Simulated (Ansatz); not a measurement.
Ansatz (a first-principles code) run on Sb2Os (Pnnm, 6 atoms in the cell): relaxation of cell and atoms.

Computed with LDA (PW92), default PAW files made with PBE (plane waves; Ansatz).

The change in words: atoms on their sites; basis.ecutwfc: 30.9 Ry → 15.4 Ry; relax: default → cell and atoms. Reference geometry:
```
Sb2Os
1.0
    5.94749     0.00000     0.00000
    0.00000     6.70333     0.00000
    0.00000     0.00000     3.23339
Sb Os
4 2
Direct
  0.32655   0.85850   0.50000
  0.68186   0.14150   0.50000
  0.81814   0.64150   0.00000
  0.18186   0.35850   0.00000
  0.50000   0.50000   0.50000
  0.00000   0.00000   0.00000
```

Reference input (self-consistent single point, DFT, LDA (PW92), plane waves, default PAW files made with PBE): basis.ecutwfc = 30.9 Ry; kpoints.mp_grid.grid = 2 2 5; hamiltonian.xc = lda; hamiltonian.pseudopotentials = {kind: paw} (the program's default PAW files); scf.occupations.method = fermi_dirac; scf.occupations.width = 0.0037 Ry. This run's input differs from it in these lines:

Ansatz 0.2 input:
```diff
@@ -6,3 +6,3 @@
   atoms:
-    - { symbol: Sb, position: [0.326547, 0.858500, 0.500000] }
+    - { symbol: Sb, position: [0.318140, 0.858500, 0.500000] }
     - { symbol: Sb, position: [0.681860, 0.141500, 0.500000] }
@@ -13,3 +13,3 @@
 basis:
-  ecutwfc: 30.9 Ry
+  ecutwfc: 15.4 Ry
 kpoints:
@@ -21,2 +21,4 @@
   occupations: { method: fermi_dirac, width: 0.0037 Ry }
+relax:
+  cell: {}
 output:
```

Output (repeated stretches shortened):

```
   [... SCF lines of the steps left out ...]
relax step   1: F+E_penalty+E_count = -47543.06177579 eV  Δ(F+E_penalty+E_count) = +0.000e0 eV  max|allowed force component| = 2.374e-1 eV/Å  Δτ_max = 0.0000 Å  P = -10.584 GPa  Ω = 128.909 Å³  (7 SCF iters, dr2 threshold 1.00e-7 eV, accepted)
relax step   2: F+E_penalty+E_count = -47560.29606025 eV  Δ(F+E_penalty+E_count) = -1.723e1 eV  max|allowed force component| = 3.279e-1 eV/Å  Δτ_max = 0.0244 Å  P = +134.041 GPa  Ω = 115.653 Å³  energy of the carried Pulay correction = +2.248e1 eV  [...]
   [... lines left out ...]
relax step 119: F+E_penalty+E_count = -47544.40959016 eV  Δ(F+E_penalty+E_count) = +6.722e-3 eV  max|allowed force component| = 5.812e-4 eV/Å  Δτ_max = 0.0015 Å  P = -0.017 GPa  Ω = 119.706 Å³  energy of the carried Pulay correction = -6.852e-3 eV  [...]
relax step 120: F+E_penalty+E_count = -47544.51029694 eV  Δ(F+E_penalty+E_count) = -1.007e-1 eV  max|allowed force component| = 2.489e-2 eV/Å  Δτ_max = 0.0000 Å  P = -0.057 GPa  Ω = 119.706 Å³  stress off target by 1.66e-1 GPa  SCF on the basis [...]
basis re-selected at this cell: Δ(F+E_penalty+E_count) = -1.007e-1 eV, ΔP = -0.040 GPa vs the last step
   [... lines left out ...]
Free energy (F): -47544.510297 eV
Fermi energy:    16.189387 eV
Error: variable-cell relaxation did not converge after 120 `relax_step` rows, as none of its last 36 fresh-basis SCF(s) at a relaxed cell met both thresholds with a finite energy. The last misses `relax.f_tol` and `relax.cell.stress_tol`: largest allowed force component 2.49e-2 eV/Å (`relax.f_tol` 1.00e-2 eV/Å), stress off the target on the free part of the cell 1.66e-1 GPa (`relax.cell.stress_tol` 5.00e-2 GPa), F+E_penalty+E_count -47544.51029694 eV. The closest is row 120, whose structure comes with this error. Larger ratio of force or stress to its threshold at each such SCF whose figures are numbers: 198.597, 243.673, 246.135, 214.319, 128.337, 73.634, 63.234, 57.808, 58.256, [...]
   [... lines left out ...]
to start a new deck from the relaxed geometry:
  cell:  # Å, volume = 119.7064 Å³
    - [5.76619777861139, -3.024275269456785e-32, 6.412478150474245e-31]
    - [-3.4086146437487374e-32, 6.513010675272269, -6.062031066520715e-31]
    - [3.491121886959275e-31, -2.924056654261163e-31, 3.187469899440052]
  atoms:
    - { symbol: Sb, position: [0.3163315452723357, 0.8584781515017089, 0.5] }
    - { symbol: Sb, position: [0.683668454727664, 0.14152184849829158, 0.5] }
    - { symbol: Sb, position: [0.8163315452723361, 0.6415218484982913, 4.46686201010016e-32] }
    - { symbol: Sb, position: [0.18366845472766424, 0.35847815150170814, -4.113290130103397e-32] }
    - { symbol: Os, position: [0.5, 0.5, 0.5] }
    - { symbol: Os, position: [-7.215423675292081e-20, 3.116880619871926e-20, -1.3436804121815602e-33] }
```

The relaxation ended unconverged.  The full log also holds: “iter 4 did not close the SCF: its close was put off for the readings that it lacked (scf_convergence_deferred on its scf_iter line)”. The full log also holds: “iter 5 did not close the SCF: its close was put off for the readings that it lacked (scf_convergence_deferred on its scf_iter line)”.

The starting cell comes from a database of computed structures (which also holds hypothetical and non-ambient phases and stackings), without a prior relaxation at this level. Its lattice was rescaled by up to half a per cent. The cutoff lies below the one recommended for these files.

Cost on one core of a shared machine: roughly 4 min.
